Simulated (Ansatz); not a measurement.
Functionals compared on the (21-33) surface of hcp Sc in its 1x1 cell, outermost plane spacing 0.15 Å in the ideal cut, in Ansatz (plane waves, PAW). The structure was relaxed with PBE; the other rows are single points on it, each with its references at the same level. Cutoff 420 eV (500 eV for r2SCAN).

Set-up: 24 atoms, 10.3 Å thick at the start (thin: gaps and levels are the slab's own); mesh 6x5x1; 0.1 eV smearing; dipole correction on; all atoms relaxed; start symmetry kept, larger cells not searched; no spin, no spin-orbit, no U. These notes are the PBE run's.

```tsv
functional	surface energy (J/m²)	work function of the top face (eV)	rough cost of the single point
PBE	1.32	3.22	–
LDA	1.47	3.38	roughly 4 core-minutes
PBEsol	?	?	roughly 3 core-minutes
RPBE	1.23	3.13	roughly 4 core-minutes
r2SCAN	1.42	3.27	roughly 7 core-minutes
```

Question: Complete the blanks.

Answer: 
- PBEsol, surface energy (J/m²): 1.43
- PBEsol, work function of the top face (eV): 3.27

Ansatz is a first-principles code.
